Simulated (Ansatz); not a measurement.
Base system: Mg (space group P6/mmm, No. 191; a = 5.0795 Å, c = 3.0654 Å; a model cell, its experimental status unchecked; relaxed with 0.1 eV smearing). Axes: x lies along a and z along c of the hexagonal cell.

Computed with PBEsol (Ansatz, an electronic-structure program), no SOC.

Modification: every lattice vector is shortened by 1.40 %, atoms relaxed at fixed cell.

Question: Predict the stress tensor and what it implies for the stiffness.

Answer: Stress of the strained cell less that of the base (GPa, compression positive):
```
    1.6     0.0     0.0
    0.0     1.6     0.0
    0.0     0.0     1.6
```

Then B = −ΔP/(ΔV/V₀) with ΔV/V₀ = -0.0414 gives secant stiffness values (nonlinear terms included at this strain): B (at held cell shape, above the free-shape value) ≈ 39 GPa.

As a check, the harmonic strain energy −½ V₀ Δσ:ε is 4.9 meV/atom; the computed energy rise is 4.6 meV/atom.

Stability against distortions was not tested. This is not the structure that Mg has at room temperature and ambient pressure.
